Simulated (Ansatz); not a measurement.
# Several settings converged on Ca2AsI (R3m, 4 atoms in the cell)

```
CELL_PARAMETERS angstrom
      2.20485     1.27297     7.47320
     -2.20485     1.27297     7.47320
      0.00000    -2.54594     7.47320
ATOMIC_POSITIONS crystal
  Ca 0.23351 0.23351 0.23351
  Ca 0.76872 0.76872 0.76872
  As 0.50000 0.50000 0.50000
  I  0.00000 0.00000 0.00000
```

Base method: LDA (PW92), default PAW files made with PBE (plane waves; Ansatz, an electronic-structure program).

Base settings: basis.ecutwfc = 420 eV; kpoints.mp_grid.grid = 5 5 5; hamiltonian.xc = lda; hamiltonian.pseudopotentials = {kind: paw} (the program's default PAW files); scf.occupations.method = fixed.

The count of work is k-points × plane waves × bands × iterations; it is no time. Core times come from one kind of shared machine, to one figure; runs under 30 s give none.

**The cutoff for other potential files**

Level: DFT, LDA (PW92), plane waves, harder PAW files (source: ansatz) made with PBE.

In this ladder: hamiltonian.pseudopotentials = {kind: paw, source: ansatz}.

The second cell is the first with its lattice scaled by 0.98.

The mesh stays at the base's, so the ladder's end is converged at best in this setting alone.

The first pressure column holds Ansatz's estimate of the finite-basis (Pulay) stress, which hides part of the cutoff error; the other is without it.

Only quantities that move along the ladder and can be compared are tabulated.

| basis.ecutwfc | free energy less the last step's (meV/atom) | energy of the compressed cell less the first (meV/atom) | pressure (GPa) | pressure without the Pulay estimate (GPa) | largest difference of a force vector from the last step's (eV/Å) | count of work / last |
|---|---|---|---|---|---|---|
| 250 eV | 5752.45 | -40.34 | -3.97 | -143.16 | 0.115 | 0.11 |
| 300 eV | 1333.35 | -26.69 | -3.40 | -44.25 | 0.031 | 0.14 |
| 385 eV | 84.76 | -30.39 | -3.52 | -7.44 | 0.004 | 0.21 |
| 470 eV | 3.57 | -29.92 | -3.51 | -3.69 | 0.000 | 0.28 |
| 550 eV | 1.24 | -29.93 | -3.51 | -3.51 | 0.000 | 0.36 |
| 660 eV | 0.92 | -29.93 | -3.51 | -3.51 | 0.000 | 0.46 |
| 825 eV | 0.45 | -29.93 | -3.51 | -3.52 | 0.000 | 0.66 |
| 1100 eV | 0.00 | -29.94 | -3.51 | -3.51 | 0.000 | 1.0 |

Coarsest basis.ecutwfc that holds the energy of the compressed cell less the first within 0.2 meV/atom of the last step, with all finer ones: 470 eV, at 0.28 of the last step's count of work; the step before is off by 0.45 meV/atom.

Coarsest basis.ecutwfc that holds the pressure within 0.2 GPa of the last step, with all finer ones: 300 eV, at 0.14 of the last step's count of work; the step before is off by 0.46 GPa.

Coarsest basis.ecutwfc that holds the free energy within 2 meV/atom of the last step, with all finer ones: 550 eV, at 0.36 of the last step's count of work; the step before is off by 3.6 meV/atom.

The energy difference between the two cells stays within 1 meV/atom of the last step's from 385 eV on, the total only from 660 eV on: much of the error is common to both cells and cancels.

At the lowest cutoff the pressure without the Pulay estimate lies 140 GPa under the last step's, the usual sign of Pulay stress in an incomplete plane-wave basis.

**The relaxed cell against the cutoff**

On Ca2AsI (R-3m, 4 atoms in the cell): atoms on their sites.

In this ladder: relax = cell and atoms.

The mesh stays at the base's, so the ladder's end is converged at best in this setting alone.

Only quantities that move along the ladder and can be compared are tabulated.

| basis.ecutwfc | relaxed volume (Å³/atom) | relaxation steps | core time / last (rough) |
|---|---|---|---|
| 210 eV | 28.706 | 94 | 2 |
| 250 eV | 28.532 | 29 | 0.5 |
| 295 eV | 28.467 | 13 | 0.4 |
| 355 eV | 28.428 | 8 | – |
| 420 eV | 28.438 | 6 | 0.4 |
| 505 eV | 28.437 | 6 | 0.4 |
| 630 eV | 28.436 | 6 | 0.6 |
| 840 eV | 28.436 | 6 | 1 |

Coarsest basis.ecutwfc that holds the relaxed volume within 0.142 Å³/atom of the last step, with all finer ones: 250 eV; the step before is off by 0.27 Å³/atom.

At the lowest cutoff the cell relaxes to a volume 0.9 % larger than at the highest. Ansatz relaxes on a stress corrected for the finite basis.

On the base run: the starting cell comes from a database of computed structures (which also holds hypothetical and non-ambient phases and stackings), without a prior relaxation at this level. Its lattice was rescaled by up to half a per cent. One atom was moved a little off its site on purpose.

Keys are those of Ansatz 0.2.
